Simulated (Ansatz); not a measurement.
Levels about the gap of amorphous Si24O51Mo (76 atoms in a cell of 1140 Å³, 2.31 g/cm³; zone centre alone, so wide bands show as single levels with stretches between that a denser mesh fills), at the geometry that PBE relaxed, where it gives 0.0 GPa on a denser mesh. The participation number counts the atoms over which a state spreads; weights are charges in smoothed Voronoi cells. The levels come from a single point, so bond lengths are those of that geometry. Method of the levels: PBE, scalar-relativistic without spin-orbit coupling (Ansatz, a quantum-chemistry and plane-wave program). Sampling: the zone centre alone; Fermi-Dirac width 0.02 eV; no spin polarisation. At PBE the levels at both edges of the gap are localised (band-tail or defect states), and the nearest spread-out levels lie 5.4 eV apart at the zone centre.

It comes from a melt-quench run on a machine-learned potential (CHGNet), relaxed afterwards by DFT. O atoms were pushed apart under 1.9 Å during the dynamics, to hinder bonds among them. The hot cell started wider than the set density and was brought back towards it in steps. It is the lowest in DFT energy of 2 quenches. It is a model cell: composition and starting density were chosen by hand, and all elements were melted together. No dispersion term was used. Its density started from a set value of 2.30 and ended at 2.31 g/cm³. The simulated quench (nominally 320 K/ps over its main leg) is rapid and tends to freeze in more defects than a deposited or slowly cooled glass has. Values belong to this one cell and scatter from quench to quench. The volume was free in the relaxation, at fixed shape. Stress components on the final sampling reach 1.3 GPa.

| E - E(highest filled), eV | filling | participation number | largest on | weight O | weight Mo | weight Si |
|---|---|---|---|---|---|---|
| -0.93 | filled | 20.5 | O, 2 neighbours | 0.96 | 0.00 | 0.04 |
| -0.82 | filled | 9.1 | O, 2 neighbours | 0.95 | 0.00 | 0.05 |
| -0.81 | filled | 15.0 | O, 2 neighbours | 0.96 | 0.00 | 0.04 |
| -0.59 | filled | 3.9 | O, 2 neighbours | 0.94 | 0.00 | 0.06 |
| -0.54 | filled | 5.0 | O, 2 neighbours | 0.95 | 0.00 | 0.05 |
| -0.33 | filled | 5.5 | O, 2 neighbours | 0.95 | 0.00 | 0.05 |
| 0.00 | filled | 5.0 | O, 2 neighbours | 0.94 | 0.00 | 0.06 |
| 1.66 | empty | 2.9 | Mo, 4 neighbours | 0.42 | 0.55 | 0.03 |
| 1.96 | empty | 2.9 | Mo, 4 neighbours | 0.42 | 0.55 | 0.03 |
| 2.99 | empty | 3.0 | Mo, 4 neighbours | 0.41 | 0.54 | 0.05 |
| 3.65 | empty | 3.0 | Mo, 4 neighbours | 0.43 | 0.53 | 0.03 |
| 4.49 | empty | 66.6 | O, 2 neighbours | 0.73 | 0.02 | 0.25 |
| 4.50 | empty | 3.5 | Mo, 4 neighbours | 0.49 | 0.48 | 0.03 |

Most localised among these is the empty level at +1.66 eV, on a Mo atom, which has 4 neighbours (O 1.67 Å, O 1.80 Å, O 1.81 Å, O 1.87 Å).
